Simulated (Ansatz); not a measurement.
**Step by step: energy of one form of SiC over another**

Subject: the energy of one form of SiC over another. The value is E(A) − E(B), in meV per atom.

A: SiC (4H, P6₃mc), 8 atoms in the cell. Conventional cell: a = b = 3.094 Å, c = 10.129 Å, α = β = 90.00°, γ = 120.00°.

B: SiC (3C, zinc blende, F-43m), 2 atoms in the cell. Conventional cell: a = b = c = 4.380 Å, α = β = γ = 90.00°.

Setting: static, neutral cells in Ansatz (PAW) whose structures rest at the PBE level. Ansatz (an electronic-structure program) runs with its PAW set soft_1. Other levels take these structures. The lattices are those relaxed with PBE, so at other levels the solids can be strained, which adds to the spread. A dispersion term (D3(BJ), or D4 for r2SCAN) was computed beside these levels and is taken off wherever the name lacks it.

Total energies of the cells in eV, at zero smearing width. They compare only within one column; the weights balance every element.

```csv
cell,atoms,weight,PBE,PBE+D3(BJ)
A: SiC (4H),8,+1,-3548.65729,-3551.02987
"B: SiC (3C, zinc blende)",2,−4,-887.16296,-887.75640
```

PBE: (-3548.65729) − 4 × (-887.16296) = -0.005 eV; dividing by 8 atoms gives -1 meV/atom.

PBE+D3(BJ): (-3551.02987) − 4 × (-887.75640) = -0.004 eV; dividing by 8 atoms gives -1 meV/atom.
